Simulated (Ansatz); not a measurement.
**C_N+Si_Al (wurtzite AlN host)**

The numbers are results of HSE06, PAW (plane waves to 420 eV; Ansatz, a program for electronic structure), not measurements. Set-up: 96-site cell; lattice scaled to a tabulated measured volume, 10.45 Å³ a site; 2×2×2 shifted k-points; start: the N site; Al 1.89 Å away; finite-size errors of tenths of an eV; relaxed from one start, so a lower configuration may exist; atoms relaxed at one k-point.

Neighbours after relaxation, in Å: of the Si atom: C 1.78, N 1.81, N 1.81, N 1.81; of the C atom: Si 1.78, Al 1.93, Al 1.93, Al 1.95.

The name describes the start; the neighbours show where the atoms ended.

```
charge         moment (μB)  largest move off a lattice site (Å)
------  ------------------  -----------------------------------
0       not spin-polarised                                 0.11
```
